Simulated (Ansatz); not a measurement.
Here is the system:

```
KZnF3
1.0
    4.11423     0.00000     0.00000
    0.00000     4.11423     0.00000
    0.00000     0.00000     4.11423
K Zn F
1 1 3
Direct
  0.00000   0.00000   0.00000
  0.50000   0.50000   0.50000
  0.50000   0.00000   0.50000
  0.00000   0.50000   0.50000
  0.50000   0.50000   0.00000
```

No spin polarisation.

All numbers come from Ansatz (a quantum-chemistry and plane-wave program) PBE, no spin-orbit coupling. Γ-centred 8×8×8 mesh, Fermi–Dirac width 0.05 eV.

**Question.** Estimate the gap character.

**Answer.** Indirect, R → Γ.

**Question.** What band gap does the calculation give?

**Answer.** 3.74 eV.

Load acts through the strain it causes; cell and atoms are relaxed under it. Whether these cells are dynamically stable was not tested. The cell was made from KZnF3 in the cubic perovskite structure (space group Pm-3m, No. 221) by this change: pressure 0.7 GPa. Many cubic perovskites are stable only at high temperature; tilts and polar distortions were not tested.
